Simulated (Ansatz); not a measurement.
The starting structures come from a database of crystals and need not be the phases stable at ambient conditions.

 Where the default PAW files enter, the runs use the earlier of Ansatz's two default sets.

Tunnelling through a barrier is set by its complex band structure: the current falls as exp(−2κd) with the smallest κ.

```xyz
12
Lattice="4.9732 0.0000 0.0000 0.0000 5.1777 0.0000 0.0000 0.0000 5.1011" Properties=species:S:1:pos:R:3 pbc="T T T"
Zr     1.3252     0.1567     3.8210
Zr     3.6480     5.0210     1.2705
Zr     1.3252     2.4321     1.2705
Zr     3.6480     2.7456     3.8210
O      2.6691     1.1903     2.5548
O      2.3041     3.9875     0.0043
O      2.6691     1.3986     0.0043
O      2.3041     3.7791     2.5548
O      0.3350     1.8900     3.0918
O      4.6382     3.2877     0.5413
O      0.3350     0.6988     0.5413
O      4.6382     4.4789     3.0918
```

Space group of this cell: Pca2_1. The cell is strained (lengths across the current scaled by 0.98, ions clamped); by r2SCAN its mean pressure is 10.9 GPa.

Transport runs along the normal of the first two printed cell vectors.

No gap correction and no spin-orbit coupling; mid-gap values are interpolated between computed energies.

Q: Estimate the band gap and the smallest decay constant κ at mid-gap that r2SCAN (Ansatz, a first-principles code) returns for this system.

A: Gap 4.54 eV on a 6×6×6 mesh; κ = 0.427 1/Å, at the zone centre.
